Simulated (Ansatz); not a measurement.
Partial pair distribution functions of a relaxed model of amorphous Si₃₀N₄₁Al, broadened by 0.06 Å; density 2.96 g/cm³. Method: PBE, scalar-relativistic without spin-orbit coupling (plane waves to 420 eV, PAW; Ansatz, an electronic-structure program).

A CHGNet melt-quench gave the starting glass, which DFT then relaxed. N atoms were pushed apart under 1.9 Å during the dynamics, to hinder bonds among them. The hot cell started wider than the set density and was brought back towards it in steps. It is the lowest in DFT energy of 2 quenches. It is a model cell: composition and starting density were chosen by hand, and all elements were melted together. No dispersion term was used. Its density started from a set value of 2.96 and ended at 2.96 g/cm³. Cooling (nominally 380 K/ps over its main leg) ran many orders faster than in experiment, which tends to leave more defects and strain. A cell of this size samples the disorder only roughly. The volume was held where the preparation left it and the shape relaxed, at a PBE pressure of 4.3 GPa. Stress components on the final sampling reach 4.3 GPa. On a 2×2×2 Γ-centred mesh force components of up to 0.14 eV/Å stay, since the relaxation ran on the zone centre alone.

| r (Å) | g Si-N | g N-Al | g Si-Si | g N-N |
|---|---|---|---|---|
| 1.45 | 0.00 | 0.00 | 0.00 | 0.00 |
| 1.55 | 0.39 | 0.00 | 0.00 | 0.00 |
| 1.65 | 5.09 | 0.33 | 0.00 | 0.00 |
| 1.75 | 10.39 | 6.03 | 0.00 | 0.00 |
| 1.85 | 3.93 | 7.39 | 0.00 | 0.00 |
| 1.95 | 0.66 | 0.63 | 0.00 | 0.00 |
| 2.05 | 0.11 | 0.00 | 0.00 | 0.00 |
| 2.15 | 0.05 | 0.00 | 0.00 | 0.00 |
| 2.25 | 0.00 | 0.00 | 0.05 | 0.02 |
| 2.35 | 0.00 | 0.00 | 0.46 | 0.34 |
| 2.45 | 0.00 | 0.00 | 1.05 | 1.04 |
| 2.55 | 0.03 | 0.00 | 0.83 | 1.09 |
| 2.65 | 0.11 | 0.33 | 0.44 | 2.11 |
| 2.75 | 0.14 | 1.38 | 0.95 | 3.14 |
| 2.85 | 0.15 | 0.36 | 2.11 | 3.46 |
| 2.95 | 0.40 | 0.04 | 3.15 | 2.60 |
| 3.05 | 0.56 | 0.68 | 3.20 | 1.66 |
| 3.15 | 0.75 | 0.95 | 2.37 | 1.37 |
| 3.25 | 1.19 | 1.00 | 1.55 | 0.78 |
| 3.35 | 1.19 | 1.13 | 0.88 | 0.64 |
| 3.45 | 0.93 | 0.66 | 0.48 | 0.71 |
| 3.55 | 1.14 | 0.64 | 0.32 | 0.52 |
| 3.65 | 1.24 | 0.84 | 0.47 | 0.48 |
| 3.75 | 1.41 | 0.76 | 0.49 | 0.48 |
| 3.85 | 1.37 | 0.71 | 0.59 | 0.51 |
| 3.95 | 1.37 | 2.43 | 0.62 | 0.38 |
| 4.05 | 1.68 | 0.99 | 0.52 | 0.36 |
| 4.15 | 1.62 | 0.62 | 0.87 | 0.63 |
| 4.25 | 1.60 | 0.81 | 0.94 | 0.76 |
| 4.35 | 1.39 | 1.48 | 0.88 | 0.75 |
| 4.45 | 1.11 | 3.00 | 0.95 | 0.76 |
| 4.55 | 1.09 | 1.69 | 1.15 | 1.10 |
| 4.65 | 0.85 | 1.06 | 1.12 | 1.15 |

Within 2.20 Å each Si has 4.03 N neighbours on average.
